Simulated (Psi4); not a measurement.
Psi4 1.11, WB97X/def2-svp: Nb(S)(OH)2(OiPr) (CC(C)[O][Nb]([OH])([OH])=[S]), 17 atoms. The geometry is a generated start, not checked to be a minimum at this level.

```json
{
 "task": "gradient",
 "method": "wb97x",
 "basis": "def2-svp",
 "memory": "7 GB",
 "scf_type": "df (default)",
 "guess": "auto, which took SAD (default)",
 "diis_max_vecs": "10 (default)",
 "scf_initial_accelerator": "adiis (default)",
 "e_convergence": "1e-08 (default)",
 "d_convergence": "1e-08 (default)",
 "effective_core_potentials": "those of the basis set, past Kr",
 "basis functions (reference run)": "178",
 "grid points (reference run)": "3052827"
}
```

```xyz
17

Nb     0.7052     0.3404     1.7788
S      2.6447     0.1625     0.6620
O      0.7131    -1.2700     2.5953
H      0.8056    -2.1318     3.0124
O      0.8653     1.9943     2.4893
H      0.9886     2.8663     2.8653
O     -0.4935     0.4518     0.4449
C     -0.9433     0.1631    -0.8404
C     -1.0730    -1.3590    -0.9676
C      0.0636     0.7260    -1.8490
H     -1.9283     0.6425    -0.9848
H     -0.1238    -1.8040    -0.6462
H     -1.2857    -1.6490    -1.9930
H     -1.8724    -1.7195    -0.3194
H      0.1716     1.7989    -1.6973
H      1.0326     0.2510    -1.6856
H     -0.2702     0.5366    -2.8648
```
Charge 0, spin multiplicity 1.

The reference run has dft_radial_points = 200, dft_spherical_points = 974, dft_pruning_scheme = none (default); it is not itself proven converged. Each setting ran once; only counts and results are compared.

Settings tried, all else as in the reference:
- dft_radial_points = 50, dft_spherical_points = 194
- dft_radial_points = 150, dft_spherical_points = 770
- dft_radial_points = 75 (default), dft_spherical_points = 302 (default), dft_pruning_scheme = treutler
- dft_radial_points = 25, dft_spherical_points = 50
- dft_radial_points = 99, dft_spherical_points = 590, dft_pruning_scheme = treutler
- dft_radial_points = 99, dft_spherical_points = 590, dft_pruning_scheme = robust
- dft_radial_points = 75 (default), dft_spherical_points = 302 (default), dft_pruning_scheme = robust
- dft_radial_points = 75 (default), dft_spherical_points = 434
- dft_radial_points = 75 (default), dft_spherical_points = 302 (default)
- dft_radial_points = 99, dft_spherical_points = 590
- dft_radial_points = 35, dft_spherical_points = 110

Question: Which of these stay within 1.0 meV/atom in energy, 10 meV/Å in forces (largest component) of the reference run?

Answer: Within it: dft_radial_points = 150, dft_spherical_points = 770. Outside: dft_radial_points = 75 (default), dft_spherical_points = 434; dft_radial_points = 75 (default), dft_spherical_points = 302 (default); dft_radial_points = 75 (default), dft_spherical_points = 302 (default), dft_pruning_scheme = robust; dft_radial_points = 75 (default), dft_spherical_points = 302 (default), dft_pruning_scheme = treutler; dft_radial_points = 99, dft_spherical_points = 590, dft_pruning_scheme = treutler; dft_radial_points = 99, dft_spherical_points = 590; dft_radial_points = 99, dft_spherical_points = 590, dft_pruning_scheme = robust; dft_radial_points = 35, dft_spherical_points = 110; dft_radial_points = 50, dft_spherical_points = 194; dft_radial_points = 25, dft_spherical_points = 50.

```tsv
setting	grid points	energy against the reference	difference in forces (largest component)
the reference	3052827	—	—
dft_radial_points = 150, dft_spherical_points = 770	1821359	−0.017 meV/atom	7.5 meV/Å
dft_radial_points = 75 (default), dft_spherical_points = 434	518050	+1.4 meV/atom	16 meV/Å
dft_radial_points = 75 (default), dft_spherical_points = 302 (default)	360754	+1.4 meV/atom	22 meV/Å
dft_radial_points = 75 (default), dft_spherical_points = 302 (default), dft_pruning_scheme = robust	253032	+1.5 meV/atom	22 meV/Å
dft_radial_points = 75 (default), dft_spherical_points = 302 (default), dft_pruning_scheme = treutler	206568	+1.8 meV/atom	23 meV/Å
dft_radial_points = 99, dft_spherical_points = 590, dft_pruning_scheme = treutler	503359	−1.2 meV/atom	86 meV/Å
dft_radial_points = 99, dft_spherical_points = 590	925021	−1.6 meV/atom	87 meV/Å
dft_radial_points = 99, dft_spherical_points = 590, dft_pruning_scheme = robust	660415	−1.6 meV/atom	87 meV/Å
dft_radial_points = 35, dft_spherical_points = 110	62529	+7.9 meV/atom	260 meV/Å
dft_radial_points = 50, dft_spherical_points = 194	156949	−10 meV/atom	330 meV/Å
dft_radial_points = 25, dft_spherical_points = 50	20403	+37 meV/atom	470 meV/Å
```

Total energies are compared; such shifts often cancel in part in energy differences. The gradients leave out the derivatives of the grid weights. No test of the SCF solution's stability was run. The tolerance is a choice made for this comparison.
